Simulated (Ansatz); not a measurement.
## How far to go with the plane-wave cutoff: NbP (Imm2, 4 atoms in the cell)

```
CELL_PARAMETERS angstrom
     -1.68330     1.68330     5.76881
      1.68330    -1.68330     5.76881
      1.68330     1.68330    -5.76881
ATOMIC_POSITIONS crystal
  Nb 0.75421 0.75421 0.00000
  Nb 0.49988 0.99988 0.50000
  P  0.33275 0.33275 0.00000
  P  0.08275 0.58275 0.50000
```

Method: PBEsol, default PAW files made with PBE (plane waves; Ansatz, an electronic-structure program).

Base settings: basis.ecutwfc = 420 eV; kpoints.mp_grid.grid = 7 7 7; hamiltonian.xc = pbesol; hamiltonian.pseudopotentials = {kind: paw} (the program's default PAW files); scf.occupations.method = gaussian; scf.occupations.width = 0.2 eV.

The second cell is the first with its lattice scaled by 0.98.

The mesh stays at the base's, so the ladder's end is converged at best in this setting alone.

The first pressure column holds Ansatz's estimate of the finite-basis (Pulay) stress, which hides part of the cutoff error; the other is without it.

Only quantities that move along the ladder and can be compared are tabulated.

The count of work is k-points × plane waves × bands × iterations; it is no time. 

The starting cell comes from a database of computed structures (which also holds hypothetical and non-ambient phases and stackings), without a prior relaxation at this level. Its lattice was rescaled by up to half a per cent. One atom was moved a little off its site on purpose. Spin polarisation is off. In the base run, with a pressure of about -9 GPa the cell is away from its equilibrium volume at this level.

```tsv
basis.ecutwfc	free energy less the last step's (meV/atom)	energy of the compressed cell less the first (meV/atom)	pressure (GPa)	pressure without the Pulay estimate (GPa)	largest difference of a force vector from the last step's (eV/Å)	count of work / last
145 eV	8065.51	71.02	4.66	-231.33	0.163	0.062
170 eV	3656.18	-12.05	-9.38	-134.26	0.443	0.078
190 eV	2000.28	-41.17	-15.05	-88.39	0.091	0.096
210 eV	1100.72	-44.00	-11.04	-58.13	0.116	0.094
230 eV	572.98	-18.60	-7.69	-37.45	0.085	0.11
250 eV	276.96	-12.97	-7.39	-24.38	0.016	0.12
295 eV	46.81	-18.48	-8.50	-12.25	0.008	0.16
335 eV	8.55	-19.70	-8.74	-9.54	0.003	0.19
380 eV	1.48	-19.97	-8.78	-8.90	0.000	0.23
420 eV	0.54	-20.01	-8.78	-8.81	0.000	0.26
460 eV	0.32	-20.03	-8.78	-8.80	0.000	0.30
505 eV	0.19	-20.03	-8.79	-8.79	0.000	0.35
565 eV	0.09	-20.04	-8.79	-8.79	0.000	0.42
630 eV	0.05	-20.04	-8.79	-8.79	0.000	0.48
735 eV	0.03	-20.05	-8.79	-8.79	0.000	0.62
840 eV	0.01	-20.05	-8.79	-8.79	0.000	0.75
1010 eV	0.00	-20.05	-8.79	-8.79	0.000	1.0
```

Coarsest basis.ecutwfc that holds the pressure within 0.1 GPa of the last step, with all finer ones: 335 eV, at 0.19 of the last step's count of work; the step before is off by 0.29 GPa.

Coarsest basis.ecutwfc that holds the energy of the compressed cell less the first within 2 meV/atom of the last step, with all finer ones: 295 eV, at 0.16 of the last step's count of work; the step before is off by 7.1 meV/atom.

Coarsest basis.ecutwfc that holds the pressure without the Pulay estimate within 1 GPa of the last step, with all finer ones: 335 eV, at 0.19 of the last step's count of work; the step before is off by 3.5 GPa.

The energy difference between the two cells stays within 1 meV/atom of the last step's from 335 eV on, the total only from 420 eV on: much of the error is common to both cells and cancels.

At the lowest cutoff the pressure without the Pulay estimate lies 223 GPa under the last step's, the usual sign of Pulay stress in an incomplete plane-wave basis.

Keys are those of Ansatz 0.2.
